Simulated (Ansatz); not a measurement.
## Phonon-limited transport in Re (P6_3/mmc)

```
Re
1.0
    2.74906     0.00000     0.00000
   -1.37453     2.38075     0.00000
    0.00000     0.00000     4.44852
Re
2
Direct
  0.33333   0.66667   0.25000
  0.66667   0.33333   0.75000
```

All values below come from PBEsol, DFPT electron-phonon coupling, linearised Boltzmann equation (plane waves, PAW, scalar-relativistic; Ansatz, a quantum-chemistry and plane-wave program). Geometry: relaxed with this functional, without spin-orbit coupling.

The resistivity at 300 K is 14.0 (x), 14.0 (y), 9.9 (z) μΩ·cm. The resistivity at 77 K is 2.0 (x), 2.0 (y), 1.45 (z) μΩ·cm, the electron mean free path at 300 K (weighted by the current that each state carries) comes out as 5.6 nm and the resistivity times mean free path for one path shared by all states (from the Fermi surface's area) is 6.8 (x), 6.8 (y), 4.4 (z) ×10⁻¹⁶ Ω·m². The electron-phonon coupling λ is 0.68, the transport coupling λ_tr is 0.62 (x), 0.62 (y), 0.70 (z) and the logarithmic mean phonon energy is 15.4 meV. The density of states at the Fermi level is 0.73 states/(eV·spin·cell). The drude plasma energy comes out as 7.1 (x), 7.1 (y), 8.9 (z) eV and the Tc for μ* = 0.10 (anisotropic Eliashberg) comes out as 6.0 K. The Tc for μ* = 0.13 (anisotropic Eliashberg) comes out as 4.5 K.

A metal at this level (no band gap). Only scattering by harmonic phonons is included (no impurities, grain boundaries, electron-electron scattering or thermal expansion). Spin-orbit coupling is left out, which matters with elements this heavy. For metals of groups 4 to 10, Tc at these values of μ* can lie well above the measured one. The self-energy correction of the phonons between q points moved λ by 5 %. Halving the electron mesh (36x36x20) moves the resistivity by up to 4 % at 300 K, the mean free path by up to 5 %, the coupling by up to 2 %, Tc by up to 3 %. Smearing 0.20 eV; phonons on a 6x6x3 q mesh, which this run doesn't test and which matters most at low temperature. Tc comes from the anisotropic Migdal-Eliashberg equations with μ*, a chosen number, referred to 16.8 meV.
